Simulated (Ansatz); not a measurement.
An Ansatz (a first-principles code) input (r2SCAN (Ansatz, PAW, scalar-relativistic without spin-orbit coupling)):

Ansatz 0.2 input:
```yaml
crystal:
  lattice:
    - [2.6366805574, 0, 0]
    - [-1.3183402787, 2.3419818916, 0]
    - [0, 0, 4.2629079353]
  atoms:
    - { symbol: Ru, position: [0.6666666667, 0.3333333333, 0.75] }
    - { symbol: Ru, position: [0.3333333333, 0.6666666667, 0.25] }
basis: { ecutwfc: 500, ecutrho_ratio: 4, xc_grid: 4, fft_grid_basis: typed }
kpoints: { mp_grid: { grid: [24, 24, 14] } }
hamiltonian:
  xc: r2scan
  dispersion: none
  pseudopotentials: { kind: paw }
scf: { occupations: { method: fermi_dirac, width: 0.1 }, convergence: { dr2_threshold: 0.0000000002 } }
relax: { f_tol: 0.005, max_steps: 50 }
output: { forces: true, stress: true }
checkpoint: { write: state.ck, write_every: 1000 }
```

Q: Which symmetry and how many k-points will the program report, and about how many plane waves at Γ?

A: Space group Cmcm (ITA 63) with 8 operations, k-points 1256 of 8064, and 679 plane waves at Γ.

Q: And the final pressure?

A: 9.09 GPa (compression positive).

The cells carry an imposed strain or load. Whether these cells are dynamically stable was not tested. The final runs are not spin-polarised. The cell was made from Ru in the hcp (Mg type) structure (space group P6_3/mmc, No. 194) by this change: uniaxial strain ε_xx = −2.50 %.
